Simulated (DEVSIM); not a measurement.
## abrupt GaAs p-n junction

Device: abrupt GaAs p-n junction, at 300 K.

```
layer (left to right)  material  thickness (μm)  Nd (cm⁻³)  Na (cm⁻³)   τn (s)   τp (s)
---------------------  --------  --------------  ---------  ---------  -------  -------
1                          GaAs           0.460          -     7.5e13  6.9e-10  6.9e-10
2                          GaAs            19.0     1.3e15          -  6.9e-10  6.9e-10
```

Left contact: ohmic. Right contact: ohmic. Voltage is applied to the left contact. Recombination: SRH at mid-gap, radiative. Mobility is constant in doping.

This is a model device: material constants are rounded textbook-type values typed into the input, and sizes, dopings and lifetimes were drawn at random. Values at 300 K.

| parameter | GaAs |
|---|---|
| gap (eV) | 1.424 |
| affinity (eV) | 4.07 |
| permittivity | 12.9 |
| Nc (cm⁻³) | 4.7e17 |
| Nv (cm⁻³) | 9e18 |
| μn (cm²/Vs) | 8500 |
| μp (cm²/Vs) | 400 |
| B (cm³/s) | 2e-10 |

DEVSIM, 1D drift-diffusion, Boltzmann statistics, complete ionisation; no tunnelling, impact ionisation, image-force lowering or self-heating.

```yaml
potential_step_across_the_device_at_zero_bias: 0.969 V
largest_field_in_the_device_at_zero_bias: 12000 V/cm
Dark forward voltage at 1 A/cm²: 0.746 V
Dark forward voltage at 100 A/cm²: 1.001 V
```

Dark reverse current:

| V (V) | J (A/cm²) |
|---|---|
| -0.10 | -2.7e-9 |
| -0.25 | -5.4e-9 |
| -0.50 | -9.1e-9 |
| -0.75 | -1.2e-8 |
| -1.00 | -1.5e-8 |
| -1.50 | -2.1e-8 |
| -2.00 | -2.5e-8 |
| -2.50 | -2.9e-8 |
| -3.25 | -3.5e-8 |
| -4.00 | -4.0e-8 |
| -5.00 | -4.6e-8 |

Dark forward current:

(V (V), J (A/cm²)): (0.05, 3.4e-9); (0.20, 1.0e-7); (0.35, 2.7e-6); (0.50, 0.00020); (0.60, 0.0063); (0.75, 1.2); (0.90, 39); (1.05, 130); (1.20, 250); (1.35, 370); (1.45, 460); (1.60, 580); (1.75, 720); (1.90, 850)
